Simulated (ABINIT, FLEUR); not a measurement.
A FLEUR input for a self-consistent single point of LaAl₃Cu (I4mm, 5 atoms in the cell) (DFT, LDA (Perdew-Zunger), all-electron FLAPW (FLEUR), scalar-relativistic valence):

Input of the input generator:

```
LaAl3Cu FLAPW
&input film=f /
-3.9480328271 3.9480328271 9.8412590200
3.9480328271 -3.9480328271 9.8412590200
3.9480328271 3.9480328271 -9.8412590200
1.0
1.0 1.0 1.0

5
57 0.9971900000 0.9971900000 -0.0000000000
13 0.4028900000 0.4028900000 -0.0000000000
13 0.2465500000 0.7465500000 0.5000000000
13 0.7465500000 0.2465500000 0.5000000000
29 0.6308200000 0.6308200000 -0.0000000000

&comp jspins=1 /
&exco xctyp='pz' /
&kpt div1=8 div2=8 div3=8 gamma=t /
&end /
```

```xml
<?xml version="1.0" encoding="UTF-8" standalone="no"?>
<fleurInput fleurInputVersion="0.39">
   <comment>
      LaAl3Cu FLAPW                                                                                       
   </comment>
   <calculationSetup>
      <cutoffs Kmax="4.0" Gmax="14.0" GmaxXC="14.0" numbands="0"/>
      <scfLoop itmax="60" minDistance="0.00001" maxIterBroyd="15" imix="Anderson" alpha="0.05" precondParam="0.0" spinf="2.0"/>
      <coreElectrons ctail="T" frcor="F" kcrel="0" coretail_lmax="0"/>
      <xcFunctional name="pz" relativisticCorrections="F"/>
      <magnetism jspins="1"/>
      <soc l_soc="F" theta="0.0" phi="0.0" spav="F"/>
      <expertModes spex="0" secvar="F"/>
      <geometryOptimization l_f="T" forcealpha="1.0" forcemix="BFGS" epsdisp="0.00001" epsforce="0.00001"/>
      <ldaU l_linMix="F" mixParam="0.05" spinf="1.0"/>
   </calculationSetup>
   <cell>
      <bzIntegration valenceElectrons="31.0" mode="hist" fermiSmearingEnergy="0.00367493">
         <kPointListSelection listName="default-1"/>
         <!-- k-points included here -->
         <xi:include xmlns:xi="http://www.w3.org/2001/XInclude" href="kpts.xml"> </xi:include>
      </bzIntegration>
      <!-- symmetry operations included here -->
      <xi:include xmlns:xi="http://www.w3.org/2001/XInclude" href="sym.xml"> </xi:include>
      <bulkLattice scale="1.0">
         <bravaisMatrix>
            <row-1>   -3.9480328271000000     3.9480328271000000     9.8412590200000007</row-1>
            <row-2>    3.9480328271000000    -3.9480328271000000     9.8412590200000007</row-2>
            <row-3>    3.9480328271000000     3.9480328271000000    -9.8412590200000007</row-3>
         </bravaisMatrix>
      </bulkLattice>
   </cell>
   <atomSpecies>
      <species name="Lanthanum (La)" element="La" atomicNumber="57">
         <mtSphere radius="2.63" gridPoints="925" logIncrement="0.014"/>
         <atomicCutoffs lmax="10" lnonsphr="8"/>
         <electronConfig flipSpins="F">
            <coreConfig>(1s1/2) (2s1/2) (2p1/2) (2p3/2) (3s1/2) (3p1/2) (3p3/2) (4s1/2) (3d3/2) (3d5/2) (4p1/2) (4p3/2) (4d3/2) (4d5/2)</coreConfig>
            <valenceConfig>(5s1/2) (5p1/2) (5p3/2) (6s1/2) (5d3/2) (5d5/2)</valenceConfig>
            <stateOccupation state="(5d3/2)" spinUp="0.2" spinDown="0.2"/>
            <stateOccupation state="(5d5/2)" spinUp="0.3" spinDown="0.3"/>
         </electronConfig>
         <energyParameters s="6" p="6" d="5" f="4"/>
         <lo type="SCLO" l="0" n="5" eDeriv="0"/>
         <lo type="SCLO" l="1" n="5" eDeriv="0"/>
      </species>
      <species name="Aluminum (Al)" element="Al" atomicNumber="13">
         <mtSphere radius="1.62" gridPoints="573" logIncrement="0.02"/>
         <atomicCutoffs lmax="6" lnonsphr="4"/>
         <electronConfig flipSpins="F">
            <coreConfig>(1s1/2) (2s1/2) (2p1/2) (2p3/2)</coreConfig>
            <valenceConfig>(3s1/2) (3p1/2) (3p3/2)</valenceConfig>
            <stateOccupation state="(3p1/2)" spinUp="0.1666666666667" spinDown="0.1666666666667"/>
            <stateOccupation state="(3p3/2)" spinUp="0.3333333333333" spinDown="0.3333333333333"/>
         </electronConfig>
         <energyParameters s="3" p="3" d="3" f="4"/>
      </species>
      <species name="Copper (Cu)" element="Cu" atomicNumber="29">
         <mtSphere radius="2.49" gridPoints="877" logIncrement="0.014"/>
         <atomicCutoffs lmax="10" lnonsphr="8"/>
         <electronConfig flipSpins="F">
            <coreConfig>(1s1/2) (2s1/2) (2p1/2) (2p3/2) (3s1/2) (3p1/2) (3p3/2)</coreConfig>
            <valenceConfig>(4s1/2) (3d3/2) (3d5/2)</valenceConfig>
            <stateOccupation state="(4s1/2)" spinUp="0.5" spinDown="0.5"/>
         </electronConfig>
         <energyParameters s="4" p="4" d="3" f="4"/>
         <lo type="HELO" l="2" n="4" eDeriv="0"/>
      </species>
   </atomSpecies>
   <atomGroups>
      <atomGroup species="Lanthanum (La)">
         <relPos label="                   1">-.0028100000 -.0028100000 .0000000000</relPos>
         <force calculate="T" relaxXYZ="TTT"/>
      </atomGroup>
      <atomGroup species="Aluminum (Al)">
         <relPos label="                   2">.4028900000 .4028900000 .0000000000</relPos>
         <force calculate="T" relaxXYZ="TTT"/>
      </atomGroup>
      <atomGroup species="Aluminum (Al)">
         <relPos label="                   3">.2465500000 -.2534500000 1.000/2.000</relPos>
         <relPos label="                   4">-.2534500000 .2465500000 1.000/2.000</relPos>
         <force calculate="T" relaxXYZ="TTT"/>
      </atomGroup>
      <atomGroup species="Copper (Cu)">
         <relPos label="                   5">-.3691800000 -.3691800000 .0000000000</relPos>
         <force calculate="T" relaxXYZ="TTT"/>
      </atomGroup>
   </atomGroups>
   <output dos="F" band="F" slice="F">
      <checks vchk="F" cdinf="F"/>
      <bandDOS minEnergy="-.5*Htr" maxEnergy="0.5*Htr" sigma="0.015" storeEVData="T"/>
      <vacuumDOS vacdos="F" integ="F" star="F" nstars="0" locx1="0.0" locy1="0.0" locx2="0.0" locy2="0.0" nstm="0" tworkf="0.0"/>
      <unfoldingBand unfoldBand="F" supercellX="1" supercellY="1" supercellZ="1"/>
      <plotting iplot="0" polar="F">
         <plot TwoD="T" vec1="  1.0  0.0  0.0" vec2="  0.0  1.0  0.0" vec3="  0.0  0.0  1.0" zero="  0.0  0.0  0.0" file="plot"/>
      </plotting>
      <chargeDensitySlicing numkpt="0" minEigenval="0.0" maxEigenval="0.0" nnne="0" pallst="F"/>
      <specialOutput eonly="F"/>
      <magneticCircularDichroism mcd="F" energyLo="-10.0" energyUp="0.0"/>
   </output>
  <!-- We include the file relax.xml here to enable relaxations (see documentation) -->
  <xi:include xmlns:xi="http://www.w3.org/2001/XInclude" href="relax.xml"> <xi:fallback/> </xi:include>
</fleurInput>
```

Problem. Write the same calculation as an input for ABINIT.

Solution. One input that does it (others would too):

```
# LaAl3Cu, JTH v2.0 LDA PAW
pp_dirpath "./"
pseudos "La.LDA_PW-JTH.xml, Al.LDA_PW-JTH.xml, Cu.LDA_PW-JTH.xml"
acell 11.3147826098 11.3147826098 11.3147826098
rprim
        -0.3489269713    0.3489269713    0.8697700486
         0.3489269713   -0.3489269713    0.8697700486
         0.3489269713    0.3489269713   -0.8697700486
natom 5
ntypat 3
znucl 57 13 29
typat 1 2 2 2 3
xred
         0.9971900000    0.9971900000    0.0000000000
         0.4028900000    0.4028900000    0.0000000000
         0.2465500000    0.7465500000    0.5000000000
         0.7465500000    0.2465500000    0.5000000000
         0.6308200000    0.6308200000    0.0000000000
ecut 30
pawecutdg 60
pawxcdev 0
occopt 3
tsmear 0.00367493
nband 27
kptopt 1
ngkpt 8 8 8
nshiftk 1
shiftk 0 0 0
nstep 60
toldfe 1.0e-09
prtwf 0
prtden 0
enunit 1
```

Basis settings and potentials, where a program has them, do not carry over. This input uses DFT, LDA (PW92), plane waves, PAW (JTH v2.0 LDA PAW). LDA parametrisations can differ slightly between programs.

The starting cell comes from a database of computed structures (which also holds hypothetical and non-ambient phases and stackings), without a prior relaxation at this level. Its lattice was rescaled by a random factor within 2.5 % of one.
